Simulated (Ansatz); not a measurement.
Quick settings and what they miss: Ni3Sn4 (C2/m, 7 atoms in the cell)

Self-consistent single point.

```xyz
7
Lattice="6.2418 -2.0727 0.0000 6.2418 2.0727 0.0000 -1.3777 0.0000 5.1306" Properties=species:S:1:pos:R:3 pbc="T T T"
Ni     0.0000     0.0000     0.0000
Ni     8.8750     0.0000     3.4044
Ni     2.2310     0.0000     1.7261
Sn     6.7168     0.0000     1.6088
Sn     4.3892     0.0000     3.5218
Sn    10.0767     0.0000     0.9617
Sn     1.0292     0.0000     4.1689
```

Method of the run: PBEsol, PAW files made with PBE (plane waves; Ansatz, a program for electronic structure).

Base settings: basis.ecutwfc = 30.9 Ry; kpoints.mp_grid.grid = 6 6 5; hamiltonian.xc = pbesol; hamiltonian.pseudopotentials = {kind: paw} (the program's default PAW files); scf.occupations.method = methfessel_paxton; scf.occupations.width = 0.0073 Ry.

Tight run (finer mesh or higher cutoff; not a proven limit): basis.ecutwfc: 30.9 Ry → 43.4 Ry; kpoints.mp_grid.grid: 6 6 5 → 9 9 7; scf.convergence.dr2_threshold: default (1e-07 eV) → 1e-09 eV. It gave Fermi level (on the code's own zero) 13.16 eV; pressure -7.87 GPa; largest force (vector length) 0.184 eV/Å.

Quick runs, as changes from the base:
- A: the base itself
- B: kpoints.mp_grid.grid: 6 6 5 → 4 4 4; hamiltonian.xc: pbesol → lda; kpoints.mp_grid.shift: default → 0.5 0.5 0.5; scf.convergence.dr2_threshold: default (1e-07 eV) → 0.0001 eV [LDA (PW92)]
- C: basis.ecutwfc: 30.9 Ry → 15.4 Ry; kpoints.mp_grid.grid: 6 6 5 → 8 8 8; scf.convergence.dr2_threshold: default (1e-07 eV) → 0.001 eV
- D: basis.ecutwfc: 30.9 Ry → 18.4 Ry; kpoints.mp_grid.grid: 6 6 5 → 6 6 6; kpoints.mp_grid.shift: default → 0.5 0.5 0.5
- E: basis.ecutwfc: 30.9 Ry → 18.4 Ry; kpoints.mp_grid.grid: 6 6 5 → 3 3 3; hamiltonian.xc: pbesol → lda [LDA (PW92)]
- F: basis.ecutwfc: 30.9 Ry → 21.7 Ry; kpoints.mp_grid.grid: 6 6 5 → 8 8 8; scf.occupations.width: 0.0073 Ry → 0.0147 Ry; scf.convergence.dr2_threshold: default (1e-07 eV) → 0.001 eV

Dashes: energy of B, E, another energy zero.

† marks runs with another functional, U, potentials or spin treatment: their distance from the tight run is not a convergence error alone.

The count of work is k-points × plane waves × bands × iterations; it is no time. 

Pressures in the table are Ansatz's without its Pulay estimate, at a fixed set of plane waves; the tight run's value above holds the estimate.

The starting cell comes from a database of computed structures (which also holds hypothetical and non-ambient phases and stackings), without a prior relaxation at this level. Its lattice was rescaled by a random factor within 2.5 % of one. Spin polarisation is off. In the base run, with a pressure of about -8 GPa the cell is away from its equilibrium volume at this level.

```csv
run,energy less tight (meV/atom),pressure less tight (GPa),largest miss in a force vector (eV/Å),count of work / tight
A,4.2,0.00,0.024,0.15
B†,–,-3.17,0.089,0.040
C,6369.2,-274.81,0.325,0.093
D,1333.5,-72.58,0.226,0.081
E†,–,-75.83,0.145,0.012
F,182.5,-13.87,0.051,0.18
```

Among the runs at the tight run's level, the energy misses run from 4.2 to 6369.2 meV/atom.

Keys are those of Ansatz 0.2.
